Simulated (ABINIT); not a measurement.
Input and output of a self-consistent single point for Pt (Fm-3m, 1 atom in the cell) (ABINIT).

Method of the run: PBE, PAW (JTH v2.0 PBE PAW) (plane waves; ABINIT).

The change in words: lattice scaled by 0.97; ecut: 42 Ry → 26 Ry; pawecutdg: 84 Ry → 52 Ry. Reference geometry:
```
Pt
1.0
    0.00000     2.00805     2.00805
    2.00805     0.00000     2.00805
    2.00805     2.00805     0.00000
Pt
1
Cartesian
  0.00000   0.00000   0.00000
```

Reference input (self-consistent single point, DFT, PBE, plane waves, PAW (JTH v2.0 PBE PAW)): pseudos = [Pt.GGA_PBE-JTH.xml]; ecut = 42 Ry; pawecutdg = 84 Ry; pawxcdev = 0; ixc = 11; occopt = 3; tsmear = 0.05 eV; ngkpt = 11 11 11; nshiftk = 1; shiftk = 0 0 0; potentials = JTH v2.0 PBE PAW; nband = 10. This run's input differs from it in these lines:

```diff
@@ -3,7 +3,7 @@
 pseudos "Pt.GGA_PBE-JTH.xml"
-acell 5.3664633911 5.3664633911 5.3664633911
+acell 5.2054707454 5.2054707454 5.2054707454
 rprim
-         0.0000000000    0.7071067812    0.7071067812
-         0.7071067812    0.0000000000    0.7071067812
-         0.7071067812    0.7071067812    0.0000000000
+        -0.0000000000    0.7071067812    0.7071067812
+         0.7071067812   -0.0000000000    0.7071067812
+         0.7071067812    0.7071067812   -0.0000000000
 natom 1
@@ -13,4 +13,4 @@
 xred    0.0000000000    0.0000000000    0.0000000000
-ecut 42 Ry
-pawecutdg 84 Ry
+ecut 26 Ry
+pawecutdg 52 Ry
 pawxcdev 0
```

Output, abridged:

```
--- !BeginCycle
solver: {iscf: 17, nstep: 80, nline: 4, wfoptalg: 10, }
tolerances: {tolvrs: 1.00E-10, }
...

     iter   Etot(hartree)      deltaE(h)  residm     nres2
 ETOT  1  -26.885516626708    -2.689E+01 7.656E-01 5.299E+00
 ETOT  2  -27.049880938637    -1.644E-01 4.620E-02 2.829E+00
 ETOT  3  -27.020211376718     2.967E-02 2.883E-02 3.925E-01
 ETOT  4  -27.020008290704     2.031E-04 1.262E-02 1.533E-01
 ETOT  5  -27.019495402653     5.129E-04 8.863E-03 2.397E-02
   [... 30 lines left out ...]
 ETOT 36  -27.019605409076    -5.485E-11 8.879E-06 1.068E-08
 ETOT 37  -27.019605409057     1.896E-11 5.997E-06 7.903E-09
 ETOT 38  -27.019605409026     3.125E-11 6.499E-06 1.695E-09
 ETOT 39  -27.019605409019     6.544E-12 4.395E-06 3.849E-11
 At SCF step   39       nres2   =  3.85E-11 < tolvrs=  1.00E-10 =>converged.

 Cartesian components of stress tensor (hartree/bohr^3)
  sigma(1 1)= -5.31073849E-04  sigma(3 2)=  0.00000000E+00
  sigma(2 2)= -5.31073849E-04  sigma(3 1)=  0.00000000E+00
  sigma(3 3)= -5.31073849E-04  sigma(2 1)=  0.00000000E+00

 ----iterations are completed or convergence reached----

 reduced coordinates (array xred) for    1 atoms
       0.000000000000      0.000000000000      0.000000000000
 cartesian forces (eV/Angstrom) at end:
    1     -0.00000000000000    -0.00000000000000    -0.00000000000000
 frms,max,avg= 0.0000000E+00 0.0000000E+00   0.000E+00  0.000E+00  0.000E+00 e/A
 length scales=  5.205470745400  5.205470745400  5.205470745400 bohr
              =  2.754616478448  2.754616478448  2.754616478448 angstroms
   [... lines left out ...]
 Fermi (or HOMO) energy (eV) =   9.61612   Average Vxc (eV)= -12.54953
   [... lines left out ...]
'-kT*entropy'       : -6.19215506537851E-04
total_energy        : -2.70195986344493E+01
total_energy_eV     : -7.35240670185133E+02
...

-Cartesian components of stress tensor (GPa)         [Pressure=  1.5625E+01 GPa]
- sigma(1 1)= -1.56247294E+01  sigma(3 2)=  0.00000000E+00
- sigma(2 2)= -1.56247294E+01  sigma(3 1)=  0.00000000E+00
- sigma(3 3)= -1.56247294E+01  sigma(2 1)=  0.00000000E+00

 Calculation completed.
```

The run converged in 39 iterations. Against the reference run the free energy goes up by 58.5 meV/atom and the pressure goes from -7.80 to 15.62 GPa.

The starting cell comes from a database of computed structures (which also holds hypothetical and non-ambient phases and stackings), without a prior relaxation at this level. Its lattice was rescaled by a random factor within 2.5 % of one. For this run, on top of that: lattice scaled by 0.97. Spin polarisation is off.

Cost on one core of a shared machine: roughly 50 s.
